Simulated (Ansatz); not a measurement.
Base system: Ti3O5 (space group Cmcm, No. 63; a = 3.750 Å, b = 9.793 Å, c = 9.822 Å). Axes: x, y, z lie along a, b, c of the conventional cell.

All numbers come from Ansatz (a program for electronic structure), PBEsol, PAW, cutoff 420 eV, without spin-orbit coupling.

Before the change:

```
Quantity           Result
---------------  --------
Pressure          0.0 GPa
Volume per atom  11.27 Å³
```

It is then changed as follows: biaxial strain +1.79 %, plane normal [001], relaxed out of plane (Cartesian); in-plane vectors clamped, the third vector and the atoms free.

### Question
What happens to the pressure?

### Answer
The pressure (mean of the normal stresses, compression positive) goes from zero to -3.9 GPa.

### Question
How does this affect the volume per atom?

### Answer
The volume per atom increases by 0.21 Å³ to 11.48 Å³.

Whether these cells are dynamically stable was not tested. No Hubbard U is applied, and correlation can decide whether such a compound is a metal. The final runs are not spin-polarised.
